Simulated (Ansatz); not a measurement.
# MnO under a change: pressure −1 GPa

Start from MnO in the rock salt structure (space group Fm-3m, No. 225; a = 4.335 Å; ferromagnetic).

Modification: a negative pressure, −1 GPa.

Calculations: PBEsol (Ansatz, a first-principles code; PAW; 420 eV plane waves; no spin-orbit coupling). Γ-centred 18×18×18 mesh, Fermi–Dirac width 0.05 eV.

```json
[
 {"quantity": "volume per atom", "base": "10.18 Å³", "changed": "10.28 Å³", "shift": "+0.092 Å³"},
 {"quantity": "density", "base": "5.78 g/cm³", "changed": "5.73 g/cm³", "shift": "-0.05 g/cm³"},
 {"quantity": "lattice parameter a", "base": "4.335 Å", "changed": "4.348 Å", "shift": "+0.013 Å"},
 {"quantity": "shortest interatomic distance", "base": "2.168 Å", "changed": "2.174 Å", "shift": "+0.0065 Å"},
 {"quantity": "enthalpy H = E + PV relative to the base's energy", "base": "–", "changed": "-0.06 eV/atom", "shift": "–"},
 {"quantity": "band gap", "base": "zero", "changed": "zero", "shift": "–"},
 {"quantity": "magnetic state", "base": "ferromagnetic", "changed": "ferromagnetic", "shift": "–"},
 {"quantity": "largest site moment", "base": "3.80 μB", "changed": "3.83 μB", "shift": "+0.03 μB"}
]
```

Load acts through the strain it causes; cell and atoms are relaxed under it. Whether these cells are dynamically stable was not tested. No Hubbard U is applied and the magnetic state is the run's own (MnO ferromagnetic); small cells can't hold the antiferromagnetic order that many such compounds have, so gaps and moments can be off. In its common phase, real MnO is an antiferromagnetic insulator at low temperature.
